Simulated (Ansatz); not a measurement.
**CuAu under a change: pressure 2.1 GPa**

Consider CuAu (space group P4/mmm, No. 123; a = 2.823 Å, c = 3.569 Å).

The change: cell and atoms relaxed at a pressure of 2.1 GPa.

Method: PBEsol (Ansatz, a first-principles code, PAW, no SOC). k-mesh 16×16×13 (Γ-centred); smearing 0.05 eV (Fermi–Dirac).

The volume per atom decreases by 0.17 Å³ to 14.05 Å³ and the density rises by 0.182 g/cm³, from 15.21 g/cm³ to 15.40 g/cm³. The lattice parameter a shrinks by 0.009 Å (2.823 Å → 2.814 Å) and the c/a ratio decreases by 0.003 to 1.261. The shortest interatomic distance shrinks by 0.011 Å, from 2.677 Å to 2.666 Å and the enthalpy H = E + PV relative to the base's energy amounts to +0.19 eV/atom. The band gap remains zero.

Load acts through the strain it causes; cell and atoms are relaxed under it. No phonon test of stability was made. The final runs are not spin-polarised.
